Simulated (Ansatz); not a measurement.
Here is the system:

End structure of Sn on the 1x1 (111) surface of fcc Ni, ferromagnetic, one in a 3x3 cell, started at the site 'hollow Ni-Ni-Ni over Ni at depth 4.0 Å':

```
CELL_PARAMETERS angstrom
      7.46572     0.00000     0.00000
     -3.73286     6.46550     0.00000
      0.00000     0.00000    25.50000
ATOMIC_POSITIONS crystal
  Ni 0.11111 0.22222 0.38155
  Ni 0.11111 0.55556 0.38155
  Ni 0.11111 0.88889 0.38155
  Ni 0.44444 0.22222 0.38155
  Ni 0.44444 0.55556 0.38155
  Ni 0.44444 0.88889 0.38155
  Ni 0.77778 0.22222 0.38155
  Ni 0.77778 0.55556 0.38155
  Ni 0.77778 0.88889 0.38155
  Ni 0.22222 0.11111 0.46024
  Ni 0.22222 0.44444 0.46024
  Ni 0.22222 0.77778 0.46024
  Ni 0.55556 0.11111 0.46024
  Ni 0.55556 0.44444 0.46024
  Ni 0.55556 0.77778 0.46024
  Ni 0.88889 0.11111 0.46024
  Ni 0.88889 0.44444 0.46024
  Ni 0.88889 0.77778 0.46024
  Ni 0.00012 0.00006 0.53990
  Ni 0.99946 0.33387 0.53941
  Ni 0.99946 0.66558 0.53941
  Ni 0.33328 0.00006 0.53990
  Ni 0.33328 0.33322 0.53990
  Ni 0.33358 0.66679 0.54026
  Ni 0.66654 0.99975 0.54026
  Ni 0.66775 0.33387 0.53941
  Ni 0.66654 0.66679 0.54026
  Ni 0.10914 0.22419 0.61882
  Ni 0.11059 0.55530 0.61851
  Ni 0.10914 0.88494 0.61882
  Ni 0.44839 0.22419 0.61882
  Ni 0.44466 0.55598 0.61945
  Ni 0.44466 0.88868 0.61945
  Ni 0.77804 0.22274 0.61851
  Ni 0.77804 0.55530 0.61851
  Ni 0.77735 0.88868 0.61945
  Sn 0.22222 0.11111 0.70058
```

Set-up: 37 atoms, 6.0 Å thick at the start under the adsorbate (thin: gaps and levels are the slab's own); mesh 5x5x1; 0.1 eV smearing; dipole correction on; 18 atoms held, the rest relaxed; symmetry of the start imposed; spin-polarised, no spin-orbit, no U, no dispersion correction. At the end it is bonded to 3 Ni. In PBE it is, or lies within 0.03 eV of, the lowest of the starts that converged.

A negative adsorption energy means that the adsorbate is more stable on the surface than in its reference.

Question: Predict the change of the step from the bottom to the top vacuum level, against the clean slab from PBE in Ansatz (a program for electronic structure).

Answer: -0.58 eV

Question: What work function of the top face does PBE give?

Answer: 4.49 eV

Question: Predict the adsorption energy against an atom of beta tin from PBE.

Answer: -100 kJ/mol

Question: Give the change of the work function at the level PBE.

Answer: -0.59 eV
